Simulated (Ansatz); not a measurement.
Amorphous Al28O45Ga2, 75 atoms at 3.12 g/cm³, one PBE-relaxed geometry, zone centre. Methods: PBE, scalar-relativistic without spin-orbit coupling (Ansatz, a program for electronic structure); r2SCAN, scalar-relativistic without spin-orbit coupling (Ansatz); HSE06, scalar-relativistic without spin-orbit coupling (Ansatz). Plane waves to 420 eV (r2SCAN 500 eV); exact exchange is cut at the cell's faces. At PBE the levels at the filled edge of the gap are localised (band-tail or defect states), and the nearest spread-out levels lie 3.7 eV apart at the zone centre. All rungs ran without spin polarisation.

Preparation: random packing, a CHGNet melt and quench, and a DFT relaxation. O atoms were pushed apart under 1.9 Å during the dynamics, to hinder bonds among them. The hot cell started wider than the set density and was brought back towards it in steps. It is the lowest in DFT energy of 2 quenches. It is a model cell: composition and starting density were chosen by hand, and all elements were melted together. No dispersion term was used. Its density started from a set value of 3.25 and ended at 3.12 g/cm³. The quench (nominally 340 K/ps over its main leg) was far faster than any real one, so the model tends to hold more defects than a real film. One small periodic cell is one sample of the glass; other quenches scatter about these values. Volume and shape were free in the relaxation.

The relaxation ran on the zone centre alone. At PBE the level gap is 3.14 eV on a 2×2×2 Γ-centred mesh, and the spacing at the zone centre alone 3.17 eV.

What zone-centre spacing does r2SCAN give, roughly?

3.77 eV (+0.60 eV against PBE).

What zone-centre spacing does HSE06 give, roughly?

4.84 eV (+1.68 eV against PBE).

The highest filled and the lowest empty state spread over these numbers of atoms (participation numbers): PBE: 9.2 and 63.2; r2SCAN: 8.9 and 62.3; HSE06: 8.7 and 63.2.
